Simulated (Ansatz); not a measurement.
Results of G0W0@HSE06 in Ansatz (hard PAW, contour deformation) for SnS (Fm-3m, No. 225, 2 atoms in the cell; start mp-1876; a measured phase of this formula has another space group).

The cell is the one relaxed with PBEsol. Conventional cell: a = 5.7271 Å, b = 5.7271 Å, c = 5.7271 Å, α = 90.00°, β = 90.00°, γ = 90.00°.

The quasiparticle gap at Γ at a fixed k mesh 4×4×4:

| response cutoff | value (eV) |
|---|---|
| 150 eV, 360 empty bands | 8.468 |
| 200 eV, 554 empty bands | 8.491 |
| 250 eV, 774 empty bands | 8.503 |
| 300 eV, 1018 empty bands | 8.510 |

**Question.** Taking the value to converge with the response cutoff E as E^(−3/2), extrapolate from the last two rows.

**Answer.** With y = y∞ + c/w and weights w = 3953 and 5196 for the last two rows, y∞ = (w2 y2 − w1 y1)/(w2 − w1) = (5196 × 8.510 − 3953 × 8.503)/1243 = 8.532 eV, which lies 0.022 beyond the last row. Successive pairs of rows give 8.534, 8.533, 8.532. The limit also hangs on the law assumed, so its last digits aren't firm.

The other settings are not extrapolated, so this is the limit in one setting alone.

At the last cutoff the smallest gap on this mesh is 0.80 eV, with an edge away from Γ.

Spin–orbit coupling is not included.

Note: filled d or f shells below the valence bands can shift G0W0 gaps through exchange with them, which wasn't tested here. Note: GW on a hybrid start was not checked against another program.

A start named mp-… is a Materials Project structure, which need not be a measured phase.

Ansatz is a program for electronic structure.
